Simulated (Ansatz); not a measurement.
# MnCdO3, element substitutions

Take MnCdO₃ in the cubic perovskite structure (space group Pm-3m, No. 221; a = 3.717 Å; ferromagnetic; a model cell, its experimental status unchecked) as the base.

Each row replaces one element on all its sites; cell and atoms are relaxed.

Calculations: Ansatz (a first-principles code) PBEsol, spin-orbit coupling left out.

| change | lattice parameter a | largest site moment |
|---|---|---|
| base | 7.025 bohr | 2.29 μB |
| O → S | (withheld) | 2.68 μB |
| O → F | (withheld) | (withheld) |
| Mn → Co | (withheld) | 1.59 μB |

Question: Complete the table.

Answer: 
- O → S, lattice parameter a: 8.538 bohr
- O → F, lattice parameter a: 7.806 bohr
- O → F, largest site moment: 3.99 μB
- Mn → Co, lattice parameter a: 6.990 bohr

No phonon test of stability was made. As relaxed here, MnCdS3, MnCdF3 and CdCoO3 are hypothetical phases, not in the database extracts checked. No Hubbard U is applied and the magnetic state is the run's own (MnCdO3 ferromagnetic; MnCdF3 ferromagnetic; CdCoO3 ferromagnetic); other magnetic orders, which need larger cells, were not tried and can change the gap. Many cubic perovskites are stable only at high temperature; tilts and polar distortions were not tested.
